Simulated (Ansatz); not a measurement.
Base system: Si in the diamond structure (space group Fd-3m, No. 227; a = 5.402 Å). Axes: x, y, z lie along the cube axes.

Calculations: Ansatz (a first-principles code) LDA, spin-orbit coupling left out.

Before the change:

| Item | Value |
|---|---|
| Band gap | 0.45 eV |

Perturbation: biaxial strain −0.83 %, plane normal [111], relaxed out of plane (Cartesian); in-plane vectors clamped, the third vector and the atoms free.

**Question.** How does this affect the band gap, in-plane stress and energy relative to the base?

**Answer.** The band gap falls by 0.072 eV to 0.37 eV; the mean in-plane stress (compression positive) comes out as +1.9 GPa; the energy increases by 1.9 meV/atom.

Stability against distortions was not tested.
